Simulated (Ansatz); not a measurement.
The parent structure is Pd in the fcc (Cu type) structure (space group Fm-3m, No. 225; a = 3.878 Å; relaxed with 0.1 eV smearing). Axes: x, y, z lie along the cube axes.

All numbers come from Kohn–Sham DFT with the PBEsol functional, run in Ansatz (a program for electronic structure) with PAW and 420 eV plane waves, spin-orbit coupling left out, earlier PAW set.

For the base:

Shortest interatomic distance: 5.181 bohr

It is then changed as follows: strain tensor (xx, yy, zz, yz, xz, xy) = (+1.15, −0.34, +0.49, +0.27, −0.12, −0.32) %, atoms relaxed at fixed cell.

Problem. What does the calculation give for the stress, energy relative to the base and shortest interatomic distance after the change?

Solution. The stress (xx, yy, zz, yz, xz, xy; compression positive) is (-3.0, -2.0, -2.5, -0.5, 0.2, 0.5) GPa; the energy grows by 2.1 meV/atom; the shortest interatomic distance drops by 0.010 bohr, from 5.181 bohr to 5.171 bohr.

No phonon test of stability was made. All final runs are without spin polarisation.
